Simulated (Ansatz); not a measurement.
**What biaxial strain −0.50 %, plane normal [001], relaxed out of plane does to Cu**

Base system: Cu in the fcc (Cu type) structure (space group Fm-3m, No. 225; a = 3.577 Å; relaxed with 0.1 eV smearing). Axes: x, y, z lie along the cube axes.

It is then changed as follows: compressive biaxial strain of 0.50 % in the plane normal to [001], as in epitaxy on a mismatched substrate; the out-of-plane cell vector and the atoms relax.

Calculations: Ansatz (a first-principles code), r2SCAN, PAW, cutoff 500 eV, no SOC. Settings: 32×32×32 k-points, 0.1 eV Fermi–Dirac smearing.

* **Volume per atom**: 11.40 Å³ (base 11.44 Å³)
* **Space group**: I4/mmm (No. 139) (base Fm-3m (No. 225))
* **Shortest interatomic distance**: 2.517 Å (base 2.529 Å)
* **Energy relative to the base (free energy F)**: +0.3 meV/atom
* **Pressure (mean of the normal stresses, compression positive)**: 0.5 GPa (base 0.0 GPa)
* **Band gap**: zero (base zero)
* **Out-of-plane strain**: +0.70 %
* **Mean in-plane stress (compression positive)**: +0.8 GPa

Final structure (turned so that z lies along the plane normal):

```xyz
1
Lattice="2.5165 0.0000 0.0000 0.0000 2.5165 0.0000 1.2583 -1.2583 1.8009" Properties=species:S:1:pos:R:3 pbc="T T T"
Cu     0.0000     0.0000     0.0000
```

Whether these cells are dynamically stable was not tested. The final runs are not spin-polarised.
